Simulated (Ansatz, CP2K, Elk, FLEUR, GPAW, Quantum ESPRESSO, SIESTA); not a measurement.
## One structure in several programs: SbPt (P6_3/mmc, 4 atoms in the cell)

Self-consistent single point, at a second geometry (lattice scaled by 0.98). First geometry:

```yaml
crystal:
  lattice:
    - [4.10768, 0.00000, 0.00000]
    - [-2.05384, 3.55735, 0.00000]
    - [0.00000, 0.00000, 5.44670]
  atoms:
    - { symbol: Sb, position: [0.66667, 0.33333, 0.75000] }
    - { symbol: Sb, position: [0.33333, 0.66667, 0.25000] }
    - { symbol: Pt, position: [0.00000, 0.00000, 0.50000] }
    - { symbol: Pt, position: [0.00000, 0.00000, 0.00000] }
```

Shared settings, as Ansatz (an electronic-structure program) writes them: kpoints.mp_grid.grid = 8 8 5; scf.occupations.method = fermi_dirac; scf.occupations.width = 0.0073 Ry. Potentials and cutoffs stand in the table.

| code | model | ΔF from the first geometry (meV/atom) | pressure (GPa) | cutoff |
|---|---|---|---|---|
| FLEUR | LDA (Perdew-Zunger), all-electron FLAPW (FLEUR), scalar-relativistic valence | 60.0 | – | Kmax 4.2 1/bohr |
| GPAW | LDA (Perdew-Wang 92), GPAW PAW datasets LDA (gpaw-data 1.0.1) | 49.1 | 12.46 | 600 eV |
| SIESTA | LDA PW92, numerical atomic orbitals DZP, PseudoDojo LDA standard norm-conserving potentials (rewritten from UPF to PSML) | 86.4 | 18.41 | grid 300 Ry |
| Ansatz | LDA (PW92), PAW files made with PBE | 56.2 | 13.62 | default |
| Quantum ESPRESSO | LDA (PZ), GBRV 1.5 ultrasoft (LDA) pseudopotentials | 58.3 | 13.56 | 40 Ry |
| CP2K | LDA (Pade form), GPW, DZVP-MOLOPT-SR-GTH basis, GTH-PADE potentials (GTH_POTENTIALS) | -37.0 | -0.73 | grid 500 Ry |
| Elk | LDA (PW92), all-electron FP-LAPW, Elk's shipped species files, default APW+lo basis | 54.0 | – | rgkmax 7 |

A dash marks a value that a program does not give, or that is left out as unsure.

On Ansatz's run: spin-orbit coupling is off. Spin polarisation is off.

The spread over the programs that give each value: ΔF from the first geometry within 123.4 meV/atom; pressure within 19.14 GPa.

SIESTA and CP2K use small atom-centred bases, whose incompleteness enters pressures, forces and empty levels differently from a plane-wave cutoff. FLEUR and Elk treat all electrons, but the usual bases taken here (sphere radii, linearisation, local orbitals, empty states) were not tested for convergence, so the values are no reference for the others. Ansatz's pressure is given at a fixed set of plane waves, as the other plane-wave codes print theirs; with its correction for the finite basis it is 13.67 GPa. The same LDA comes in different parametrisations, which differ slightly. In the pressure, GPAW (by 1.10), SIESTA (by 4.84) and CP2K (by 14.29) lie more than 1 GPa from the median of the plane-wave programs.

The starting cell comes from a database of computed structures (which also holds hypothetical and non-ambient phases and stackings), without a prior relaxation at this level. Its lattice was rescaled by a random factor within 2.5 % of one. For this run, on top of that: lattice scaled by 0.98.

Keys are those of Ansatz 0.2.
